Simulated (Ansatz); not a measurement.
Start from AlNi3 in the Cu3Au type structure (space group Pm-3m, No. 221; a = 3.5261 Å; ferromagnetic).

All numbers come from r2SCAN/PAW in Ansatz (a quantum-chemistry and plane-wave program), scalar-relativistic without spin-orbit coupling.

Before the change:

The lattice parameter a is 3.526 Å, the band gap is zero and the magnetic state is ferromagnetic.

Modification: a hydrostatic pressure of 7 GPa.

What happens to the lattice parameter a?

The lattice parameter a decreases by 0.0375 Å (3.526 Å → 3.489 Å).

What happens to the band gap?

The band gap remains zero.

How does this affect the magnetic state?

The magnetic state remains ferromagnetic.

The magnetic state is the one reached from the starting moments; the real material's order can differ, and small cells can't hold many antiferromagnetic ones. Load acts through the strain it causes; cell and atoms are relaxed under it. Stability against distortions was not tested. Competing high-pressure phases were not computed.
